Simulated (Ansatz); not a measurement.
**A computed series for Hf: response to strain**

Take Hf in the hcp (Mg type) structure (space group P6_3/mmc, No. 194; a = 3.198 Å, c = 5.049 Å; relaxed with 0.1 eV smearing) as the base. Axes: x lies along a and z along c of the hexagonal cell.

Strains are applied to the cell and any free atomic positions relax.

The values are results of r2SCAN in Ansatz (plane waves to 500 eV, PAW, without spin-orbit coupling), not measurements.

Notes on the quantities. pressure: mean of the normal stresses, compression positive; energy relative to the base: free energy F.

```tsv
variant	shortest interatomic distance	pressure	energy relative to the base
base	3.128 Å	0.0 GPa	0 meV/atom
uniaxial strain ε_zz = −3.00 %	3.067 Å	3.6 GPa	+13 meV/atom
uniaxial strain ε_zz = −2.50 %	3.077 Å	3.0 GPa	+9.3 meV/atom
uniaxial strain ε_zz = −2.00 %	3.087 Å	2.3 GPa	+5.9 meV/atom
uniaxial strain ε_zz = −1.50 %	3.097 Å	1.7 GPa	+3.3 meV/atom
uniaxial strain ε_zz = −1.00 %	3.107 Å	1.1 GPa	+1.4 meV/atom
uniaxial strain ε_zz = −0.50 %	3.117 Å	0.6 GPa	+0.4 meV/atom
```

Stability against distortions was not tested. All final runs are without spin polarisation.

Ansatz is a quantum-chemistry and plane-wave program.
